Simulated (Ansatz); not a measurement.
AlP (F-43m) under hydrostatic pressure: band gap by PBEsol with spin-orbit coupling, rigid bands (plane waves, PAW; Ansatz, a first-principles code). The unloaded cell, whose axes the loads refer to:

```
AlP
1.0
    0.00000     2.73533     2.73533
    2.73533     0.00000     2.73533
    2.73533     2.73533     0.00000
Al P
1 1
Direct
  0.00000   0.00000   0.00000
  0.75000   0.75000   0.75000
```

```
hydrostatic pressure (GPa)  volume per atom (Å³)  band gap (eV)
--------------------------  --------------------  -------------
-2                                         20.97          1.480
0                                          20.47          1.433
2                                          20.02          1.391
5                                          19.43          1.328
10                                         18.61              ?
```

Task: Fit a straight line to band gap against the load over the rows given, and predict the row at 10 GPa.

Result: The means are x̄ = 1.250 GPa and ȳ = 1.4080; Σ(x − x̄)(y − ȳ) = -0.5780 and Σ(x − x̄)² = 26.75, so the slope is -21.6 meV per GPa, and the rows given lie within 2.0 meV of the line. At 10 GPa the line gives 1.219 eV; the calculation gives 1.233 eV, 1.1 % from it.

Task: With all rows, what volume deformation potential dE_g/d ln V follows?

Result: A line through E_g against ln V has the slope 2.1 eV, so the gap narrows under compression.

 Stresses and pressures are the targets of the relaxation. The structure type is held at every load. Geometry: cell and atoms relaxed with PBEsol.
